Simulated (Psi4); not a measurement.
Psi4 1.11, TPSS/def2-svpd: [SiH3]/C=C\[SiH3], 12 atoms. The geometry is a generated start, not checked to be a minimum at this level.

```
Item                                                     Result
-------------------------------  ------------------------------
task                                                   gradient
method                                                     tpss
basis                                                 def2-svpd
memory                                                     7 GB
scf_type                                           df (default)
guess                            auto, which took SAD (default)
diis_max_vecs                                      10 (default)
scf_initial_accelerator                         adiis (default)
e_convergence                                   1e-08 (default)
d_convergence                                   1e-08 (default)
basis functions (reference run)                             152
grid points (reference run)                             2193406
```

```xyz
12

Si     1.5997     0.0912     1.0506
C      0.9331    -0.3959    -0.5921
C     -0.3200    -0.3417    -1.0765
Si    -1.8776     0.2431    -0.2943
H      1.0887    -0.8309     2.0940
H      3.0811     0.0226     1.0212
H      1.1796     1.4762     1.3773
H      1.7159    -0.7839    -1.2381
H     -0.4923    -0.6882    -2.0919
H     -2.0615    -0.4154     1.0225
H     -3.0253    -0.0897    -1.1730
H     -1.8215     1.7125    -0.0997
```

Differences are taken against the run with dft_radial_points = 200, dft_spherical_points = 974, dft_pruning_scheme = none (default); no run here is proven converged. Single runs; times are not shown.

Settings tried, all else as in the reference:
- dft_radial_points = 25, dft_spherical_points = 50
- dft_radial_points = 75 (default), dft_spherical_points = 434
- dft_radial_points = 35, dft_spherical_points = 110
- dft_radial_points = 99, dft_spherical_points = 590, dft_pruning_scheme = robust
- dft_radial_points = 75 (default), dft_spherical_points = 302 (default), dft_pruning_scheme = robust
- dft_radial_points = 150, dft_spherical_points = 770
- dft_radial_points = 75 (default), dft_spherical_points = 302 (default), dft_pruning_scheme = treutler
- dft_radial_points = 99, dft_spherical_points = 590
- dft_radial_points = 99, dft_spherical_points = 590, dft_pruning_scheme = treutler
- dft_radial_points = 50, dft_spherical_points = 194
- dft_radial_points = 75 (default), dft_spherical_points = 302 (default)

Problem. Which settings reproduce the reference to 1.0 meV/atom in energy, 10 meV/Å in forces (largest component)?

Solution. Within it: dft_radial_points = 150, dft_spherical_points = 770; dft_radial_points = 99, dft_spherical_points = 590, dft_pruning_scheme = robust; dft_radial_points = 99, dft_spherical_points = 590; dft_radial_points = 75 (default), dft_spherical_points = 434; dft_radial_points = 75 (default), dft_spherical_points = 302 (default); dft_radial_points = 75 (default), dft_spherical_points = 302 (default), dft_pruning_scheme = robust. At the edge (between 0.75 and 1.33 times the tolerance): dft_radial_points = 50, dft_spherical_points = 194. Outside: dft_radial_points = 75 (default), dft_spherical_points = 302 (default), dft_pruning_scheme = treutler; dft_radial_points = 99, dft_spherical_points = 590, dft_pruning_scheme = treutler; dft_radial_points = 35, dft_spherical_points = 110; dft_radial_points = 25, dft_spherical_points = 50.

```tsv
setting	grid points	energy against the reference	difference in forces (largest component)
the reference	2193406	—	—
dft_radial_points = 150, dft_spherical_points = 770	1308622	under 0.001 meV/atom	0.13 meV/Å
dft_radial_points = 99, dft_spherical_points = 590, dft_pruning_scheme = robust	466062	+0.0016 meV/atom	0.26 meV/Å
dft_radial_points = 99, dft_spherical_points = 590	663794	+0.0016 meV/atom	0.26 meV/Å
dft_radial_points = 75 (default), dft_spherical_points = 434	371885	+0.0078 meV/atom	0.59 meV/Å
dft_radial_points = 75 (default), dft_spherical_points = 302 (default)	259010	+0.020 meV/atom	1.1 meV/Å
dft_radial_points = 75 (default), dft_spherical_points = 302 (default), dft_pruning_scheme = robust	178186	+0.017 meV/atom	1.1 meV/Å
dft_radial_points = 50, dft_spherical_points = 194	112734	+0.72 meV/atom	8.2 meV/Å
dft_radial_points = 75 (default), dft_spherical_points = 302 (default), dft_pruning_scheme = treutler	143338	−0.099 meV/atom	17 meV/Å
dft_radial_points = 99, dft_spherical_points = 590, dft_pruning_scheme = treutler	348270	−0.14 meV/atom	17 meV/Å
dft_radial_points = 35, dft_spherical_points = 110	44786	−12 meV/atom	27 meV/Å
dft_radial_points = 25, dft_spherical_points = 50	14619	+94 meV/atom	150 meV/Å
```

Total energies are compared; such shifts often cancel in part in energy differences. The gradients leave out the derivatives of the grid weights. The tolerance is a choice made for this comparison.
